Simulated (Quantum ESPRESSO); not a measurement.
Quantum ESPRESSO run on BRh (P1, 4 atoms in the cell): self-consistent single point.

Level of theory: LDA (PZ), GBRV 1.5 ultrasoft (LDA) pseudopotentials (plane waves; Quantum ESPRESSO).

The change in words: lattice scaled by 0.98. Reference geometry:
```yaml
crystal:
  lattice:
    - [3.37707, 0.00000, 0.00000]
    - [-1.68853, 2.92463, 0.00000]
    - [0.00000, 0.00000, 4.09568]
  atoms:
    - { symbol: B, position: [0.01093, 0.01752, 0.99637] }
    - { symbol: B, position: [0.98672, 0.00474, 0.50150] }
    - { symbol: Rh, position: [0.64837, 0.31285, 0.74835] }
    - { symbol: Rh, position: [0.35398, 0.66488, 0.25378] }
```

Reference input (self-consistent single point, DFT, LDA (PZ), plane waves, GBRV 1.5 ultrasoft (LDA) pseudopotentials): ecutwfc = 40 Ry; ecutrho = 320 Ry; occupations = smearing; smearing = gaussian; degauss = 0.019992 Ry; potentials = {B: b_lda_v1.4.uspp.F.UPF, Rh: rh_lda_v1.4.uspp.F.UPF}; K_POINTS = automatic 8 8 6 0 0 0; conv_thr = 1e-11 Ry; mixing_beta = 0.3. This run's input differs from it in these lines:

```diff
@@ -26,10 +26,10 @@
 CELL_PARAMETERS angstrom
-   3.3770700000     0.0000000000     0.0000000000
-  -1.6885350000     2.9246280000     0.0000000000
-   0.0000000000     0.0000000000     4.0956800000
+   3.3095290000     0.0000000000     0.0000000000
+  -1.6547640000     2.8661350000     0.0000000000
+   0.0000000000     0.0000000000     4.0137660000
 ATOMIC_POSITIONS alat
-B     0.0021655000    0.0151770931   -0.0044048568
-B    -0.0156530000    0.0041014957    0.6082195225
-Rh    0.4919445000    0.2709403397    0.9075872710
-Rh    0.0215425000    0.5758054877    0.3077845179
+B     0.0021655027    0.0151770889   -0.0044048558
+B    -0.0156529993    0.0041014946    0.6082193883
+Rh    0.4919445473    0.2709402653    0.9075870709
+Rh    0.0215426005    0.5758053298    0.3077844500
 K_POINTS automatic
```

The program printed (abridged):

```
     Self-consistent Calculation

     iteration #  1     ecut=    40.00 Ry     beta= 0.30

     negative rho (up, down):  1.067E-01 0.000E+00

     total energy              =    -355.01953138 Ry
     estimated scf accuracy    <       2.47050608 Ry

     iteration #  2     ecut=    40.00 Ry     beta= 0.30

     negative rho (up, down):  1.068E-01 0.000E+00

     total energy              =    -355.55956970 Ry
     estimated scf accuracy    <       0.05827404 Ry

     iteration #  3     ecut=    40.00 Ry     beta= 0.30

     negative rho (up, down):  1.076E-01 0.000E+00

     total energy              =    -355.56260382 Ry
     estimated scf accuracy    <       0.00906377 Ry

   [... 9 blocks of this kind left out ...]

     iteration # 13     ecut=    40.00 Ry     beta= 0.30

     negative rho (up, down):  1.080E-01 0.000E+00

     total energy              =    -355.56497931 Ry
     estimated scf accuracy    <          8.8E-11 Ry

     iteration # 14     ecut=    40.00 Ry     beta= 0.30

     negative rho (up, down):  1.080E-01 0.000E+00
     End of self-consistent calculation

     Number of k-points >= 100: set verbosity='high' to print the bands.

     the Fermi energy is    19.9260 ev

!    total energy              =    -355.56497931 Ry
     estimated scf accuracy    <          1.1E-12 Ry
     smearing contrib. (-TS)   =      -0.00137719 Ry
     internal energy E=F+TS    =    -355.56360211 Ry

     convergence has been achieved in  14 iterations

     negative rho (up, down):  1.080E-01 0.000E+00

     Forces acting on atoms (cartesian axes, Ry/au):

     atom    1 type  1   force =     0.00289281   -0.03189113    0.00887519
     atom    2 type  1   force =     0.03193860   -0.01633517   -0.00228695
     atom    3 type  2   force =     0.01850739    0.04531658    0.01195511
     atom    4 type  2   force =    -0.05333880    0.00290972   -0.01854336

     Total force =     0.090182     Total SCF correction =     0.000004

     negative rho (up, down):  1.080E-01 0.000E+00
          total   stress  (Ry/bohr**3)                   (kbar)     P=      106.11
   0.00074461  -0.00004840   0.00000350          109.54       -7.12        0.52
  -0.00004840   0.00075075   0.00005412           -7.12      110.44        7.96
   0.00000350   0.00005412   0.00066855            0.52        7.96       98.35

   JOB DONE.
```

The run converged in 14 iterations. Against the reference run the free energy rises by 6.7 meV/atom, the pressure goes from -9.04 to 10.61 GPa and the largest force goes from 1.138 to 1.454 eV/Å.

The starting cell comes from a database of computed structures (which also holds hypothetical and non-ambient phases and stackings), without a prior relaxation at this level. Its atoms were displaced at random from the sites of space group no. 194. For this run, on top of that: lattice scaled by 0.98. Spin polarisation is off. With a pressure of about 11 GPa the cell is away from its equilibrium volume at this level. Forces in this geometry exceed 1 eV/Å.

Cost on one core of a shared machine: roughly 2 min.
